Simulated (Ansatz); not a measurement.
Defect: W-vacancy pair (W on one host Mo site, one Mo site vacant) in bcc Mo, neutral cell. These are PBE, PAW (plane waves to 420 eV; Ansatz, an electronic-structure program) values and carry that method's errors.

36-site cell at the relaxed PBE lattice, a 2×2×3 k-point mesh shifted by half a step, smearing 0.10 eV, spin-restricted, no finite-size correction. Energies are static. Spin-orbit coupling is left out. Forms of the defect that were not tried may lie lower. The start lies 0.044 eV above the lowest site run (PBE).

Barriers: single points on a 3×3×5 k-point mesh shifted by half a step at the bands' geometries (they differ from the bands' own by up to 0.06 eV, and are uncertain by about as much).

The step: a nearby Mo atom hops onto the vacant site (W-vacancy distance between ideal sites 2.74 → 3.16 Å). Atoms about the jump, Cartesian Å from the middle of the jump, before and after:

| atom | x0 | y0 | z0 | x1 | y1 | z1 |
|---|---|---|---|---|---|---|
| Mo1 | -0.78 | 0.78 | -0.78 | 0.78 | -0.78 | 0.78 |
| Mo2 | 0.79 | 2.35 | 0.79 | 0.78 | 2.36 | 0.78 |
| Mo3 | -2.35 | -0.79 | 0.79 | -2.36 | -0.78 | 0.78 |
| Mo4 | 0.79 | -0.79 | -2.37 | 0.78 | -0.78 | -2.36 |
| Mo5 | 2.36 | 0.78 | -0.78 | 2.34 | 0.79 | -0.79 |
| W6 | -0.78 | -2.36 | -0.78 | -0.79 | -2.34 | -0.79 |
| Mo7 | -0.78 | 0.79 | 2.36 | -0.79 | 0.79 | 2.37 |
| Mo8 | 0.79 | 2.36 | -2.37 | 0.78 | 2.36 | -2.36 |
| Mo9 | -2.37 | 2.37 | 0.79 | -2.36 | 2.36 | 0.78 |
| Mo10 | -2.36 | -0.79 | -2.37 | -2.36 | -0.78 | -2.36 |
| Mo11 | 2.35 | -2.36 | -0.78 | 2.37 | -2.37 | -0.79 |
| Mo12 | 2.36 | 0.78 | 2.36 | 2.36 | 0.79 | 2.37 |

**Question.** Give the saddle-point geometry and the barrier.

**Answer.** 
```
atom      x      y      z
----  -----  -----  -----
Mo1   -0.17   0.18  -0.19
Mo2    0.82   2.43   0.81
Mo3   -2.43  -0.83   0.81
Mo4    0.81  -0.82  -2.48
Mo5    2.40   0.81  -0.82
W6    -0.81  -2.39  -0.82
Mo7   -0.80   0.80   2.41
Mo8    0.79   2.35  -2.35
Mo9   -2.34   2.34   0.78
Mo10  -2.36  -0.79  -2.36
Mo11   2.33  -2.33  -0.78
Mo12   2.35   0.78   2.31
```
It lies 1.13 eV above the start and 1.17 eV above the end. The saddle point's order was not checked.
